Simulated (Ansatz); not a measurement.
## Cs under a change: pressure 1.5 GPa

Base system: Cs in the bcc (W type) structure (space group Im-3m, No. 229; a = 6.1612 Å).

One thing is altered: cell and atoms relaxed at a pressure of 1.5 GPa.

Computed with Ansatz (a first-principles code), PBE, PAW, cutoff 420 eV, spin-orbit coupling left out. k-mesh 11×11×11 (Γ-centred); smearing 0.05 eV (Fermi–Dirac).

```json
[
 {"quantity": "volume per atom", "base": "116.94 Å³", "changed": "78.68 Å³", "shift": "-38.266 Å³"},
 {"quantity": "density", "base": "1.89 g/cm³", "changed": "2.81 g/cm³", "shift": "+0.92 g/cm³"},
 {"quantity": "lattice parameter a", "base": "6.161 Å", "changed": "5.399 Å", "shift": "-0.762 Å"},
 {"quantity": "band gap", "base": "zero", "changed": "zero", "shift": "–"}
]
```

Load acts through the strain it causes; cell and atoms are relaxed under it. No phonon test of stability was made. The final runs are not spin-polarised.
